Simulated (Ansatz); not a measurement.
A self-consistent single point of MgRe2O8 (P-3, 11 atoms in the cell) with Ansatz (a program for electronic structure).

Method: HSE06 (plane waves, PAW; Ansatz).

```
Mg(ReO4)2
1.0
    5.60690     0.00000     0.00000
   -2.80345     4.85572     0.00000
    0.00000     0.00000     6.08839
Mg Re O
1 2 8
Direct
  0.00000   0.00000   0.00000
  0.33333   0.66667   0.28187
  0.66667   0.33333   0.71813
  0.17237   0.83548   0.18895
  0.82763   0.16452   0.81105
  0.16452   0.33689   0.18895
  0.83548   0.66311   0.81105
  0.66311   0.82763   0.18895
  0.33689   0.17237   0.81105
  0.33333   0.66667   0.55819
  0.66667   0.33333   0.44181
```

Reference input (self-consistent single point, DFT, HSE06, plane waves, default PAW files): basis.ecutwfc = 30.9 Ry; kpoints.mp_grid.grid = 3 3 2; hamiltonian.xc = hse06; hamiltonian.pseudopotentials = {kind: paw}, with the files named one by one; scf.occupations.method = fixed. This run's input differs from it in these lines:

```diff
@@ -29,2 +29,3 @@
   occupations: { method: fixed }
+  algorithm: direct_min
 output:
```

Output (repeated stretches shortened):

```
Error: scf.algorithm: direct_min / scf.convergence.dm_fallback with hamiltonian.xc: <hybrid> without scf.eigensolver.kind.support_functions — direct minimisation on plane waves has no term of exact exchange; use an LDA or a GGA, or take scf.algorithm: direct_min and scf.convergence.dm_fallback out of the deck
```

The program stopped before any SCF iteration. 

The starting cell comes from a database of computed structures (which also holds hypothetical and non-ambient phases and stackings), without a prior relaxation at this level. Its lattice was rescaled by a random factor within 2.5 % of one.

Keys are those of Ansatz 0.2.
